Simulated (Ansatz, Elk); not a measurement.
An Ansatz (a first-principles code) input for a self-consistent single point of GaSb (F-43m, 2 atoms in the cell) (DFT, PBE, plane waves, default PAW files):

Ansatz 0.2 input:
```yaml
crystal:
  lattice:
    - [0.000000, 2.989000, 2.989000]
    - [2.989000, 0.000000, 2.989000]
    - [2.989000, 2.989000, 0.000000]
  atoms:
    - { symbol: Ga, position: [0.000000, 0.000000, 0.000000] }
    - { symbol: Sb, position: [0.250000, 0.250000, 0.250000] }
kpoints:
  mp_grid: { grid: [8, 8, 8] }
hamiltonian:
  xc: pbe
  pseudopotentials: { kind: paw }
scf:
  occupations: { method: fermi_dirac, width: 0.01 }
output:
  forces: true
  eigenvalues: true
  stress: true
```

Task: Write the same calculation as an input for Elk.

Result: This is the input that was run; spellings and numerical settings could be chosen otherwise.

```
tasks
  0

xctype
  20

rmtscf
  0.94

swidth
  0.000367493

maxscl
  100

avec
    0.0000000000    5.6483913865    5.6483913865
    5.6483913865    0.0000000000    5.6483913865
    5.6483913865    5.6483913865    0.0000000000

sppath
  './'

atoms
  2
  'Ga.in'
  1
  0.0000000000  0.0000000000  0.0000000000    0.0 0.0 0.0
  'Sb.in'
  1
  0.2500000000  0.2500000000  0.2500000000    0.0 0.0 0.0

ngridk
  8 8 8
```

Basis, cutoffs, solver keys and any potentials are the target program's own. This input uses DFT, PBE, all-electron FP-LAPW, Elk's shipped species files, default APW+lo basis. Both were run: gap on the mesh 0.540 eV in Ansatz and 0.529 in Elk.

On Ansatz: the starting cell has typed, rounded lattice constants, without a prior relaxation at this level. For this run, on top of that: lattice scaled by 0.98. Spin-orbit coupling is off. With a pressure of about 7 GPa the cell is away from its equilibrium volume at this level.

On Elk: the starting cell has typed, rounded lattice constants, without a prior relaxation at this level. For this run, on top of that: lattice scaled by 0.98. Spin-orbit coupling is off. Values depend on the basis (sphere radii, cutoffs, local orbitals), which need not be converged.
